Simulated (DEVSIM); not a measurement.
# abrupt Si p-n junction

Structure: abrupt Si p-n junction, at 300 K.

```tsv
layer (left to right)	material	thickness (μm)	Nd (cm⁻³)	Na (cm⁻³)	τn (s)	τp (s)
1	Si	0.410	-	1.5e17	2.5e-5	2.5e-5
2	Si	3.90	1.4e15	-	2.5e-5	2.5e-5
```

Left contact: ohmic. Right contact: ohmic. Voltage is applied to the left contact. Recombination: SRH at mid-gap. Mobility is constant in doping.

Constants are typed, rounded textbook-type inputs, not results; the design itself was drawn at random and stands for no fabricated device. Values at 300 K.

| parameter | Si |
|---|---|
| gap (eV) | 1.124 |
| affinity (eV) | 4.05 |
| permittivity | 11.7 |
| Nc (cm⁻³) | 2.86e19 |
| Nv (cm⁻³) | 3.1e19 |
| μn (cm²/Vs) | 1417 |
| μp (cm²/Vs) | 470 |

DEVSIM, 1D drift-diffusion, Boltzmann statistics, complete ionisation; no tunnelling, impact ionisation, image-force lowering or self-heating.

```yaml
potential_step_across_the_device_at_zero_bias: 0.730 V
largest_field_in_the_device_at_zero_bias: 25000 V/cm
Dark forward voltage at 1 A/cm²: 0.552 V
Dark forward voltage at 100 A/cm²: 0.709 V
```

Small-signal capacitance in reverse bias (quasi-static):

```json
[
 {"V (V)": "-0.4", "C (nF/cm²)": "10.4"},
 {"V (V)": "-1", "C (nF/cm²)": "8.32"},
 {"V (V)": "-2", "C (nF/cm²)": "6.57"},
 {"V (V)": "-3", "C (nF/cm²)": "5.60"},
 {"V (V)": "-4", "C (nF/cm²)": "4.96"},
 {"V (V)": "-6", "C (nF/cm²)": "4.15"},
 {"V (V)": "-8", "C (nF/cm²)": "3.64"}
]
```

Dark forward current:

```json
[
 {"V (V)": "0.05", "J (A/cm²)": "4.2e-9"},
 {"V (V)": "0.10", "J (A/cm²)": "3.1e-8"},
 {"V (V)": "0.15", "J (A/cm²)": "2.1e-7"},
 {"V (V)": "0.20", "J (A/cm²)": "1.4e-6"},
 {"V (V)": "0.25", "J (A/cm²)": "9.6e-6"},
 {"V (V)": "0.30", "J (A/cm²)": "6.6e-5"},
 {"V (V)": "0.35", "J (A/cm²)": "0.00045"},
 {"V (V)": "0.40", "J (A/cm²)": "0.0031"},
 {"V (V)": "0.45", "J (A/cm²)": "0.021"},
 {"V (V)": "0.50", "J (A/cm²)": "0.14"},
 {"V (V)": "0.55", "J (A/cm²)": "0.93"},
 {"V (V)": "0.60", "J (A/cm²)": "5.3"},
 {"V (V)": "0.65", "J (A/cm²)": "24"},
 {"V (V)": "0.70", "J (A/cm²)": "84"},
 {"V (V)": "0.75", "J (A/cm²)": "220"},
 {"V (V)": "0.80", "J (A/cm²)": "470"},
 {"V (V)": "0.85", "J (A/cm²)": "830"},
 {"V (V)": "0.90", "J (A/cm²)": "1300"},
 {"V (V)": "0.95", "J (A/cm²)": "1800"},
 {"V (V)": "1.00", "J (A/cm²)": "2400"}
]
```
